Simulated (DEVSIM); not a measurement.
Device: Co/SiO2/n-Ge capacitor, at 400 K.

| layer (left to right) | material | thickness (nm) | Nd (cm⁻³) |
|---|---|---|---|
| 1 | SiO2 | 2.40 | - |
| 2 | Ge | 540 | 1.2e18 |

Metal gate on the left, work function 5 eV. Fixed charge at the semiconductor interface 0 cm⁻² (in units of +e); no interface traps.

The device is made up for the run: typed textbook-type constants, with dimensions and the other settings drawn at random. Values at 300 K; Nc and Nv go as T^1.5, mobilities as T to minus their exponent, the gap by Varshni's rule with the affinity fixed.

```tsv
parameter	SiO2	Ge
gap (eV)	9	0.664
affinity (eV)	0.9	4
permittivity	3.9	16
Nc (cm⁻³)	-	1.04e19
Nv (cm⁻³)	-	6e18
Varshni α (eV/K)	-	0.000477
Varshni β (K)	-	235
```

Model (solved in DEVSIM): 1D Poisson equation in equilibrium, Boltzmann statistics, complete ionisation; no quantum confinement or tunnelling. Metal contacts follow the ideal Schottky-Mott rule: no Fermi-level pinning, no interface dipoles.

The substrate doping was swept, all else fixed.

```tsv
substrate doping (cm^-3)	flat-band voltage (V)	threshold voltage (band bending 2φF) (V)	minimum of the low-frequency capacitance (μF/cm²)
6e16	0.81	0.49	0.206
1.2e17	0.83	0.44	0.248
2.4e17	0.86	0.37	0.296
6e17	0.89	0.24	0.384
1.2e18	0.91	0.10	0.468
2.4e18	0.93	…	…
```

Q: Some entries are withheld; supply them.

A: 
- 2.4e18, threshold voltage (band bending 2φF) (V): -0.09
- 2.4e18, minimum of the low-frequency capacitance (μF/cm²): 0.554
